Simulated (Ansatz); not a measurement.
**Au (Fm-3m): band-structure transport figures**

Input:

```xyz
1
Lattice="0.0000 2.0413 2.0413 2.0413 0.0000 2.0413 2.0413 2.0413 0.0000" Properties=species:S:1:pos:R:3 pbc="T T T"
Au     0.0000     0.0000     0.0000
```

Calculation: PBEsol, rigid bands (plane waves, PAW, scalar-relativistic; Ansatz, a first-principles code). Cell: cell and atoms relaxed with PBEsol.

| Item | Result |
|---|---|
| density of states at the Fermi level | 0.284 states/(eV·cell), both spins |
| bare Sommerfeld coefficient | 0.67 mJ/(mol of atoms·K²) |
| Drude plasma energy | 8.9 eV |
| root-mean-square Fermi velocity | 1.3e6 m/s |
| resistivity times τ | 6.1 ×10⁻²² Ω·m·s |
| resistivity times mean free path | 8.4 ×10⁻¹⁶ Ω·m² |

A metal at this level (no band gap); rigid bands, thermally averaged at 300 K, both spins. Spin-orbit coupling is left out, which matters with elements this heavy. τ is one relaxation time for all states; the product of resistivity and mean free path takes one path for all states instead.
